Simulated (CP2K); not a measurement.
Band structure of InHO2 (Pmn2_1, 8 atoms in the cell).

```
InHO2
1.0
    3.29850     0.00000     0.00000
    0.00000     4.59052     0.00000
    0.00000     0.00000     5.30213
In H O
2 2 4
Direct
  0.00000   0.72794   0.00035
  0.50000   0.27206   0.50035
  0.00000   0.80110   0.47911
  0.50000   0.19890   0.97911
  0.00000   0.52282   0.63851
  0.50000   0.47718   0.13851
  0.00000   0.98158   0.36403
  0.50000   0.01842   0.86403
```

Computed with LDA (Pade form), GPW, DZVP-MOLOPT-SR-GTH basis, GTH-PADE potentials (GTH_POTENTIALS) (CP2K 2026.2).

Settings: CUTOFF = 500 Ry; REL_CUTOFF = 40 Ry; SMEAR/METHOD = FERMI_DIRAC; ELECTRONIC_TEMPERATURE = 116.05 K; KPOINTS/SCHEME = MONKHORST-PACK 7 5 4; GAMMA_CENTERED = T; XC_FUNCTIONAL = PADE; In/BASIS_SET = DZVP-MOLOPT-SR-GTH-q13; In/POTENTIAL = GTH-PADE-q13; H/BASIS_SET = DZVP-MOLOPT-SR-GTH-q1; H/POTENTIAL = GTH-PADE-q1; O/BASIS_SET = DZVP-MOLOPT-SR-GTH-q6; O/POTENTIAL = GTH-PADE-q6; METHOD = GPW.

The starting cell comes from a database of computed structures (which also holds hypothetical and non-ambient phases and stackings), without a prior relaxation at this level. Values carry the incompleteness of an atom-centred basis.

Task: Predict the gap along the standard path and the places of the band edges.

Result: The gap along the path is 1.83 eV, direct at Γ to within 0.01 eV.

Levels in eV from the top of the valence band on the SCF mesh, bands 23 to 27:
```csv
point,23,24,25,26,27
Γ,-0.36,-0.08,-0.07,0.00,1.83
X,-1.62,-1.62,-0.43,-0.43,6.27
S,-0.58,-0.57,-0.24,-0.24,6.46
Y,-0.63,-0.50,-0.22,-0.20,4.36
Z,-0.67,-0.67,-0.08,-0.08,4.63
U,-0.53,-0.53,-0.12,-0.12,6.52
R,-1.15,-1.15,-0.42,-0.42,5.70
T,-0.46,-0.46,-0.37,-0.37,5.50
```

Higher empty bands are left out: an atom-centred basis made for the valence describes them poorly.
